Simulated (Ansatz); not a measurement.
Model glasses of amorphous ZrO2, 62 to 67 atoms (Zr20O40 before any change). Each row is one cell at a composition chosen by hand, melted whole on the CHGNet potential with the anions pushed apart under 1.9 Å, quenched within some picoseconds, far faster than a real film, and relaxed with PBE, scalar-relativistic without spin-orbit coupling (plane waves to 420 eV, PAW; Ansatz, a quantum-chemistry and plane-wave program). Each is the lower in DFT energy of 2 quenches. Cycles of charging and discharging were tried on the cells ahead of these points, and a cell that came back lower was taken. The column on the box says what of it was relaxed with the atoms; held means as the quench left it. Cells that kept moments or hold spare charge are left out, and those that charging annealed. So are cells far out in the fitted variable, so that no row sets the line alone.

From the neutral cell one electron is taken away, or one added, and the atoms relax (PBE, the zone centre alone, moment held at 1 μB, uniform background; no image-charge correction, which leaves W too low where the charge is localised). W = E(+1) + E(−1) − 2 E(0) is the cost of moving an electron from one such cell to another; the spacing parts the highest filled and lowest empty level of the neutral cell, which ran without spin polarisation.

Formal charges balance in every cell (each cation at its usual highest valence, Cu and Ag at +1, Sb at +3, H at +1, O at −2, N at −3, F and Cl at −1). R− and R+ are the energies that the atoms' relaxation gave back after the electron was added or removed.

```csv
cell,change,box,spacing (eV),R− (eV),R+ (eV),spacing − R− − R+ (eV),W (eV)
Zr20O41Mg,"+1 Mg, +1 O",shape,3.31,0.35,0.34,2.62,2.78
Zr20O43Lu2,"+2 Lu, +3 O",volume and shape,3.40,0.14,0.53,2.73,2.91
Zr20O41Li2,"+2 Li, +1 O",shape,3.45,0.28,0.26,2.91,2.97
Zr20O43In2,"+2 In, +3 O",volume and shape,3.36,0.13,0.27,2.96,withheld
Zr20O43Sc2,"+3 O, +2 Sc",shape,3.63,0.34,0.22,3.07,3.14
Zr20O42Ti,"+2 O, +1 Ti",volume and shape,3.48,0.15,0.11,3.22,3.30
Zr20O45P2,"+5 O, +2 P",shape,3.81,0.30,0.13,3.38,3.47
```

**Question.** Fit a straight line of the last column on the one before it through the 6 full rows, and predict the withheld value for Zr20O43In2.

**Answer.** Means: x = 2.988, y = 3.095. Slope = Σ(Δx Δy) / Σ(Δx²) = 0.3717 / 0.4223 = 0.880; intercept = 3.095 − (0.880) × 2.988 = 0.466 eV; r.m.s. residual 0.033 eV. Prediction: 0.466 + (0.880) × 2.96 = 3.07 eV. The run gave 3.04 eV, a miss of 0.03 eV, within the residual.

**Question.** What would a slope of 1 with no intercept mean?

**Answer.** That adding and removing an electron at fixed atoms costs just the level spacing, as it does for levels spread over a large cell, so that W follows by bookkeeping. The fit has 0.880 and 0.466 eV; a departure holds the carrier's repulsion on its site, which raises W, and the uncorrected background, which lowers it.
